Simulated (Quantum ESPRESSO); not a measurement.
Quantum ESPRESSO run on CuAgO₂ (C2/m, 4 atoms in the cell): self-consistent single point.

Level of theory: LDA (PZ), GBRV 1.5 ultrasoft (LDA) pseudopotentials (plane waves; Quantum ESPRESSO).

The change in words: lattice scaled by 0.98. Reference geometry:
```xyz
4
Lattice="3.2128 -1.3840 0.0000 3.2128 1.3840 0.0000 -2.3210 0.0000 5.4164" Properties=species:S:1:pos:R:3 pbc="T T T"
Cu     2.0523     0.0000     2.7082
Ag     0.0000     0.0000     0.0000
O      4.9666     0.0000     1.5370
O     -0.8621     0.0000     3.8794
```

Reference input (self-consistent single point, DFT, LDA (PZ), plane waves, GBRV 1.5 ultrasoft (LDA) pseudopotentials): ecutwfc = 50 Ry; ecutrho = 400 Ry; occupations = smearing; smearing = fd; degauss = 0.0073499 Ry; potentials = {Cu: cu_lda_v1.2.uspp.F.UPF, Ag: ag_lda_v1.4.uspp.F.UPF, O: o_lda_v1.2.uspp.F.UPF}; K_POINTS = automatic 10 10 5 0 0 0; conv_thr = 1e-10 Ry; mixing_beta = 0.5. This run's input differs from it in these lines:

```diff
@@ -28,5 +28,5 @@
 CELL_PARAMETERS angstrom
-   3.2127770000    -1.3840470000     0.0000000000
-   3.2127770000     1.3840470000     0.0000000000
-  -2.3210420000     0.0000000000     5.4163890000
+   3.1485210000    -1.3563660000     0.0000000000
+   3.1485210000     1.3563660000     0.0000000000
+  -2.2746210000     0.0000000000     5.3080610000
 ATOMIC_POSITIONS crystal
```

The program printed (abridged):

```
     Self-consistent Calculation

     iteration #  1     ecut=    50.00 Ry     beta= 0.50

---- Real-time Memory Report at c_bands before calling an iterative solver
           189 MiB given to the printing process from OS
           156 MiB allocation reported by mallinfo(arena+hblkhd)
------------------

     total energy              =    -757.29599447 Ry
     estimated scf accuracy    <      10.71932754 Ry

     iteration #  2     ecut=    50.00 Ry     beta= 0.50

---- Real-time Memory Report at c_bands before calling an iterative solver
           309 MiB given to the printing process from OS
   [... lines left out ...]

---- Real-time Memory Report at c_bands before calling an iterative solver
           313 MiB given to the printing process from OS
           172 MiB allocation reported by mallinfo(arena+hblkhd)
------------------

     total energy              =    -763.64149245 Ry
     estimated scf accuracy    <          2.1E-09 Ry

     iteration # 14     ecut=    50.00 Ry     beta= 0.50

---- Real-time Memory Report at c_bands before calling an iterative solver
           313 MiB given to the printing process from OS
           172 MiB allocation reported by mallinfo(arena+hblkhd)
------------------
     End of self-consistent calculation

     the Fermi energy is    12.2548 ev

!    total energy              =    -763.64149245 Ry
     estimated scf accuracy    <          4.0E-11 Ry
     smearing contrib. (-TS)   =      -0.00305223 Ry
     internal energy E=F+TS    =    -763.63844023 Ry

     convergence has been achieved in  14 iterations

     Forces acting on atoms (cartesian axes, Ry/au):

     atom    1 type  1   force =     0.00000000    0.00000000    0.00000000
     atom    2 type  2   force =     0.00000000    0.00000000    0.00000000
     atom    3 type  3   force =    -0.01223285    0.00000000   -0.03090431
     atom    4 type  3   force =     0.01223285    0.00000000    0.03090431

     Total force =     0.047005     Total SCF correction =     0.000014

          total   stress  (Ry/bohr**3)                   (kbar)     P=       72.56
   0.00009699   0.00000000   0.00008233           14.27        0.00       12.11
   0.00000000   0.00073670  -0.00000000            0.00      108.37       -0.00
   0.00008233   0.00000000   0.00064612           12.11        0.00       95.05

   JOB DONE.
```

The run converged in 14 iterations. Against the reference run the free energy rises by 9.8 meV/atom, the pressure goes from -3.47 to 7.26 GPa and the largest force goes from 0.330 to 0.855 eV/Å.

The starting cell comes from a database of computed structures (which also holds hypothetical and non-ambient phases and stackings), without a prior relaxation at this level. Its lattice was rescaled by a random factor within 2.5 % of one. For this run, on top of that: lattice scaled by 0.98. Spin polarisation is off, so a magnetic state, if there is one, cannot be reached. With a pressure of about 7 GPa the cell is away from its equilibrium volume at this level. The run gives no clean gap (levels at the Fermi energy touch, overlap or are partly filled at this smearing), which alone does not show that the compound is a metal.

Cost on one core of a shared machine: roughly 3 min.
